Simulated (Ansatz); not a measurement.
Take BP in the zinc blende structure (space group F-43m, No. 216; a = 4.537 Å) as the base.

Perturbation: a negative pressure, −1 GPa.

Levels (all Ansatz, a program for electronic structure, PAW): r2SCAN (500 eV, scalar-relativistic without spin-orbit coupling); HSE06+SOC (420 eV, with spin-orbit coupling).

The geometry is relaxed with r2SCAN.

| Quantity | Result |
|---|---|
| r2SCAN valence-band top at Γ | 0.00, 0.00, 0.00 eV |
| r2SCAN lowest conduction level above the VBM at special points | X 1.51 eV; K 2.38 eV; U 2.38 eV; Γ 3.59 eV |

Task: How does going to HSE06+SOC change the valence-band top at Γ and lowest conduction level above the VBM at special points?

Result: The valence-band top at Γ (three highest Kramers pairs, from the VBM) becomes 0.00, 0.00, -0.05 eV (r2SCAN: 0.00, 0.00, 0.00 eV); the lowest conduction level above the VBM at special points becomes X 2.05 eV; K 2.92 eV; U 2.92 eV; Γ 4.28 eV (r2SCAN: X 1.51 eV; K 2.38 eV; U 2.38 eV; Γ 3.59 eV). The threefold valence maximum splits by Δso ≈ 46 meV.

Single points use the geometry relaxed with r2SCAN. Their cutoffs differ, which shifts pressures a little. The hybrid gap comes from the SCF mesh plus the semilocal run's edge points and a few special points and is an upper bound. Differences between runs with and without spin-orbit coupling are approximate. The levels and masses belong to the bands next to the band gap. Load acts through the strain it causes; cell and atoms are relaxed under it. Whether these cells are dynamically stable was not tested.
